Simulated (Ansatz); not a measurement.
Ru in the diamond structure (space group Fd-3m, No. 227; a hypothetical phase, not in the database extracts checked)

```
Ru
1.0
    0.00000     2.69536     2.69536
    2.69536     0.00000     2.69536
    2.69536     2.69536     0.00000
Ru
2
Direct
  0.75000   0.75000   0.75000
  0.50000   0.50000   0.50000
```

Method: Ansatz (a first-principles code), PBEsol, PAW, cutoff 420 eV, no spin-orbit coupling. Settings: 15×15×15 k-points, 0.05 eV Fermi–Dirac smearing.

| Quantity | Value |
|---|---|
| Volume per atom | 19.58 Å³ |
| Density | 8.57 g/cm³ |
| Band gap | zero |
| Total energy | -5815.134 eV/atom (σ→0; compares only within this code and set-up) |

Stability against distortions was not tested. The final runs are not spin-polarised.
